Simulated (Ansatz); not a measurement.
NH3 on the 1x1 (0001) surface of corundum (cut with top plane Al), one in a 1x1 cell, energies for each (20.0 Å²). Energies are against NH3(g), without zero-point or thermal terms; each row is named by its start (#2, #3: further inequivalent places of a kind).

Host crystal: corundum, with a band gap (PBE, scalar-relativistic without spin-orbit coupling).

All values below come from PBE (plane waves to 420 eV, PAW; Ansatz, a first-principles code).

Model: 24-atom slab, 6.7 Å thick at the start under the adsorbate (thin: gaps and levels are the slab's own), 6x6x1 mesh, Fermi-Dirac 0.01 eV, dipole correction, 9 atoms held, the rest relaxed; each run with such symmetry as its start has; no spin, no spin-orbit, no U, no dispersion correction.

A negative adsorption energy means that the adsorbate is more stable on the surface than in its reference. Starts that drift may end in the same place. Heights count from the host atoms within 0.3 Å of the top one.

```csv
starting site,E_ads (eV),height (Å),nearest host atom (Å),bonded to,change of the vacuum step (eV),lateral drift (Å)
top Al,-0.92,2.24,Al 2.06,Al,-4.43,0.0
top O,-1.00,1.97,Al 2.06,Al,-3.90,1.4
over Al at depth 1.0 Å,0.06,5.13,O 5.40,none within bonding distance,-2.13,0.0
over Al at depth 1.2 Å,0.07,5.10,O 5.34,none within bonding distance,-2.12,0.0
hollow Al-O-O-O over O at depth 2.3 Å,-1.00,1.97,Al 2.06,Al,-3.90,0.7
hollow Al-O-O-O over O at depth 2.3 Å #2,-1.00,1.98,Al 2.07,Al,-3.91,0.7
bridge O-O (span 2.6 Å),-1.00,1.98,Al 2.07,Al,-3.92,1.3
```
